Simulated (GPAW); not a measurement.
GPAW run on LaCu3Ni2 (P6/mmm, 6 atoms in the cell): self-consistent single point.

Level of theory: LDA (Perdew-Wang 92), GPAW PAW datasets LDA (gpaw-data 1.0.1) (plane waves; GPAW).

The change in words: lattice scaled by 0.98. Reference geometry:
```
CELL_PARAMETERS angstrom
      4.99216     0.00000     0.00000
     -2.49608     4.32334     0.00000
      0.00000     0.00000     4.03293
ATOMIC_POSITIONS crystal
  La 0.00000 0.00000 0.00000
  Cu 0.50000 0.00000 0.50000
  Cu 0.50000 0.50000 0.50000
  Cu 0.00000 0.50000 0.50000
  Ni 0.33333 0.66667 0.00000
  Ni 0.66667 0.33333 0.00000
```

Reference input (self-consistent single point, DFT LDA (Perdew-Wang 92), plane waves, GPAW PAW datasets LDA (gpaw-data 1.0.1)): mode = pw; ecut = 850 eV; xc = LDA; kpts = 7 7 8; mesh shift (steps) = 0 0 0; occupations.name = fermi-dirac; occupations.width = 0.1 eV; nbands = -10; convergence.forces = 0.001 eV/Å; symmetry.symmorphic = false; symmetry.tolerance = 0.0005; maxiter = 120. This run's input differs from it in these lines:

```diff
@@ -5,11 +5,11 @@
 atoms = Atoms(['La', 'Cu', 'Cu', 'Cu', 'Ni', 'Ni'],
-              cell=[[4.992163, 0.000000, 0.000000],
-                    [-2.496082, 4.323340, 0.000000],
-                    [0.000000, 0.000000, 4.032929]],
+              cell=[[4.892320, 0.000000, 0.000000],
+                    [-2.446160, 4.236873, 0.000000],
+                    [0.000000, 0.000000, 3.952270]],
               positions=[[0.000000, 0.000000, 0.000000],
-                         [2.496081, 0.000000, 2.016465],
-                         [1.248040, 2.161670, 2.016465],
-                         [-1.248041, 2.161670, 2.016465],
-                         [-0.000003, 2.882228, 0.000000],
-                         [2.496084, 1.441112, 0.000000]],
+                         [2.446160, 0.000000, 1.976135],
+                         [1.223080, 2.118437, 1.976135],
+                         [-1.223080, 2.118437, 1.976135],
+                         [-0.000002, 2.824583, 0.000000],
+                         [2.446162, 1.412290, 0.000000]],
               pbc=True)
```

Output, abridged:

```
     iter     time        total  log10-change:
                         energy   eigst   dens  force
iter:   1 --:--:--   -52.499849
iter:   2 --:--:--   -40.712085   -0.05  -1.24
iter:   3 --:--:--   -38.216320   -0.22  -1.49
iter:   4 --:--:--   -38.488744   -0.25  -1.61
iter:   5 --:--:--   -38.585735   -0.80  -1.78
   [... 3 lines left out ...]
iter:   9 --:--:--   -37.848872   -0.76  -1.80
iter:  10 --:--:--   -38.074311   -1.51  -2.24
iter:  11 --:--:--   -37.760853   -1.47  -2.06
iter:  12 --:--:--   -37.767687   -2.85  -2.70
iter:  13 --:--:--   -37.762223c  -3.36  -2.88
iter:  14 --:--:--   -37.760478c  -3.53  -3.24
   [... lines left out ...]
iter:  16 --:--:--   -37.760994c  -4.22  -3.33
iter:  17 --:--:--   -37.760432c  -4.78  -3.52
iter:  18 --:--:--   -37.760875c  -4.83  -3.53
iter:  19 --:--:--   -37.760489c  -4.19  -3.60
iter:  20 --:--:--   -37.760510c  -5.08  -3.97
iter:  21 --:--:--   -37.760581c  -4.40  -3.98
iter:  22 --:--:--   -37.760475c  -5.76  -3.95
iter:  23 --:--:--   -37.760426c  -5.32  -4.26c
iter:  24 --:--:--   -37.760431c  -6.60  -4.37c
iter:  25 --:--:--   -37.760434c  -6.96  -4.49c
iter:  26 --:--:--   -37.760438c  -7.13  -4.73c
iter:  27 --:--:--   -37.760441c  -7.49c -4.87c
iter:  28 --:--:--   -37.760440c  -8.06c -4.89c -17.23c
Converged after 28 iterations.

Dipole moment: (-0.000009, 0.000004, -0.000000) |e|*Ang

Energy contributions relative to reference atoms: (reference = -448393.105793)

Kinetic:         -5.164062
Potential:       +7.859485
External:        +0.000000
XC:             -40.227780
Entropy (-ST):   -0.069594
Local:           -0.193286
SIC:             +0.000000
--------------------------
Free energy:    -37.795237
Extrapolated:   -37.760440

Showing only first 2 kpts
 Kpt  Band  Eigenvalues  Occupancy
  0    36     10.19063    0.46918
  0    37     10.19064    0.46915
  0    38     10.39649    0.07529
  0    39     10.83921    0.00093

  1    36     10.03628    1.17854
  1    37     10.14074    0.67087
  1    38     10.14075    0.67084
  1    39     10.38359    0.08521

Fermi level: 10.07237

No gap
   [... lines left out ...]
  0 La    0.00000   -0.00000    0.00000
  1 Cu   -0.00000    0.00000    0.00000
  2 Cu    0.00000    0.00000    0.00000
  3 Cu    0.00000    0.00000    0.00000
  4 Ni    0.00000   -0.00000    0.00000
  5 Ni    0.00000    0.00000    0.00000

Stress tensor:
    -0.018523     0.000000     0.000000
     0.000000    -0.018523     0.000000
     0.000000     0.000000    -0.023127
Stress (GPa, Voigt): [-2.9676 -2.9676 -3.7054  0.      0.      0.    ]
```

The run converged in 28 iterations. GPAW prints stress with tension positive. Against the reference run the free energy falls by 5.3 meV/atom and the pressure goes from -5.29 to 3.21 GPa.

The starting cell comes from a database of computed structures (which also holds hypothetical and non-ambient phases and stackings), without a prior relaxation at this level. Its lattice was rescaled by a random factor within 2.5 % of one. For this run, on top of that: lattice scaled by 0.98. Spin polarisation is off. With a pressure of about 3 GPa the cell is away from its equilibrium volume at this level.

Cost on one core of a shared machine: roughly 7 min.
